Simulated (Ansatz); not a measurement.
# TiAl3: tensor shear ε_xz = +0.98 %

Take TiAl3 (space group I4/mmm, No. 139; a = 3.818 Å, c = 8.544 Å; relaxed with 0.1 eV smearing) as the base. Axes: x, y, z lie along a, b, c of the conventional cell.

The change: tensor shear ε_xz = +0.98 % (engineering shear γ = 0.0196); the atoms relax in the strained cell.

All numbers come from PBEsol (Ansatz, a program for electronic structure, PAW, without spin-orbit coupling), earlier PAW set. Γ-centred 21×21×21 mesh, Fermi–Dirac width 0.1 eV.

The volume per atom stays 15.57 Å³ and the space group becomes C2/m (No. 12) (base: I4/mmm (No. 139)). The energy rises by 1.8 meV/atom and the pressure (mean of the normal stresses, compression positive) stays essentially unchanged (0.0 GPa against 0.1 GPa). The band gap stays zero and the stress (xx, yy, zz, yz, xz, xy; compression positive) comes out as (0.1, 0.0, 0.1, 0.0, -1.9, 0.0) GPa.

Cost of the whole job for the changed cell (relaxation, final SCF and bands): roughly 4 core-minutes.

No phonon test of stability was made. The final runs are not spin-polarised.
